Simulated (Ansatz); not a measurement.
## Hypothetical cubic perovskite MnTlBr3, response to strain

Base system: MnTlBr$_{3}$ in the cubic perovskite structure (space group Pm-3m, No. 221; a = 5.309 Å; ferromagnetic; a hypothetical phase, not in the database extracts checked). Axes: x, y, z lie along the cube axes.

Strains are applied to the cell and any free atomic positions relax; under biaxial strain the out-of-plane vector relaxes too.

Calculations: r2SCAN (Ansatz, an electronic-structure program), no spin-orbit coupling.

```csv
variant,gap character,band gap,shortest interatomic distance
base,"indirect, R → Γ",1.62 eV,2.655 Å
"biaxial strain −0.93 %, plane normal [001], relaxed out of plane","indirect, A → Γ",1.55 eV,2.630 Å
isotropic strain −3.18 %,"indirect, R → Γ",1.49 eV,2.570 Å
isotropic strain +4.80 %,"indirect, R → Γ",1.62 eV,2.782 Å
isotropic strain +5.38 %,"indirect, R → Γ",1.61 eV,2.798 Å
uniaxial strain ε_yy = +1.54 %,"indirect, A → Γ",?,2.655 Å
tensor shear ε_yz = +2.85 %,"indirect, T → Γ",?,2.655 Å
```

**Question.** Some entries are withheld; estimate them.

**Answer.** 
- uniaxial strain ε_yy = +1.54 %, band gap: 1.56 eV
- tensor shear ε_yz = +2.85 %, band gap: 1.60 eV

Spin-orbit coupling, missing from the scalar runs, can matter with Tl. No phonon test of stability was made. No Hubbard U is applied and the magnetic state is the run's own (MnTlBr3 ferromagnetic); other magnetic orders, which need larger cells, were not tried and can change the gap. Where the two band edges lie in opposite spin channels, the gap is a spin-flip gap. Many cubic perovskites are stable only at high temperature; tilts and polar distortions were not tested. Labels are those of the standard path for the cell's own space group.
